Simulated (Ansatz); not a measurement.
# Response to strain in HgS

The reference is HgS in the zinc blende structure (space group F-43m, No. 216).

```
CELL_PARAMETERS angstrom
      0.00000     2.93793     2.93793
      2.93793     0.00000     2.93793
      2.93793     2.93793     0.00000
ATOMIC_POSITIONS crystal
  Hg 0.00000 0.00000 0.00000
  S  0.75000 0.75000 0.75000
```

Cartesian axes are those of the cell as printed.

Strains are applied to the cell and any free atomic positions relax; under biaxial strain the out-of-plane vector relaxes too.

Calculations: PBEsol (Ansatz, an electronic-structure program), no spin-orbit coupling.

Notes on the quantities. energy relative to the base: free energy F; pressure: mean of the normal stresses, compression positive.

| variant | space group | energy relative to the base | shortest interatomic distance | pressure |
|---|---|---|---|---|
| base | F-43m (No. 216) | 0 meV/atom | 2.544 Å | 0.0 GPa |
| biaxial strain +2.14 %, plane normal [001], relaxed out of plane | I-4m2 (No. 119) | +2.9 meV/atom | 2.553 Å | -0.6 GPa |
| biaxial strain +2.34 %, plane normal [001], relaxed out of plane | I-4m2 (No. 119) | +3.5 meV/atom | 2.554 Å | -0.6 GPa |
| biaxial strain +1.63 %, plane normal [110], relaxed out of plane | Imm2 (No. 44) | +3.6 meV/atom | 2.556 Å | -0.9 GPa |
| isotropic strain +1.43 % | F-43m (No. 216) | +8.3 meV/atom | 2.581 Å | -2.3 GPa |
| isotropic strain +4.60 % | F-43m (No. 216) | +76 meV/atom | 2.661 Å | -5.8 GPa |
| uniaxial strain ε_xx = −1.26 % | I-4m2 (No. 119) | +0.9 meV/atom | 2.534 Å | 0.8 GPa |
| uniaxial strain ε_xx = +2.85 % | I-4m2 (No. 119) | +4.5 meV/atom | 2.569 Å | -1.6 GPa |
| uniaxial strain ε_xx = +4.04 % | I-4m2 (No. 119) | +8.9 meV/atom | 2.579 Å | -2.2 GPa |
| tensor shear ε_xz = −0.62 % | Imm2 (No. 44) | +0.3 meV/atom | 2.543 Å | 0.0 GPa |

A biaxial case was relaxed in a doubled cell and then solved in the primitive one. A case with no gap was solved on a k-mesh chosen for an insulator, which is coarse for it. No phonon test of stability was made. All final runs are without spin polarisation.
